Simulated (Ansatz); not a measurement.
AlN, pressure series

Take AlN in the wurtzite structure (space group P6_3mc, No. 186) as the base.

```xyz
4
Lattice="3.1303 0.0000 0.0000 -1.5651 2.7109 0.0000 0.0000 0.0000 5.0180" Properties=species:S:1:pos:R:3 pbc="T T T"
Al     1.5651     0.9036     0.0169
Al     0.0000     1.8073     2.5259
N      1.5651     0.9036     3.1203
N      0.0000     1.8073     0.6113
```

Cell and atoms are relaxed at each pressure.

Method: Kohn–Sham DFT with the PBE functional, run in Ansatz (a first-principles code) with PAW and 420 eV plane waves, without spin-orbit coupling.

| variant | shortest interatomic distance | band gap |
|---|---|---|
| base | 1.903 Å | 4.03 eV |
| pressure −2 GPa | 1.909 Å | 3.95 eV |
| pressure −1 GPa | 1.906 Å | 3.99 eV |
| pressure 0.9 GPa | 1.900 Å | 4.07 eV |
| pressure 2.1 GPa | 1.896 Å | 4.12 eV |
| pressure 4.5 GPa | 1.888 Å | 4.22 eV |
| pressure 9 GPa | 1.875 Å | 4.39 eV |
| pressure 15 GPa | 1.860 Å | 4.60 eV |
| pressure 22.5 GPa | 1.842 Å | 4.84 eV |
| pressure 30 GPa | 1.826 Å | 5.06 eV |

Load acts through the strain it causes; cell and atoms are relaxed under it. Whether these cells are dynamically stable was not tested. Measured, AlN leaves this structure (for rock salt) near 14 GPa (temperature not stated; as listed in Datta, Sujoy, Jana, Debnarayan, arXiv (2020)), on rising pressure, with hysteresis.
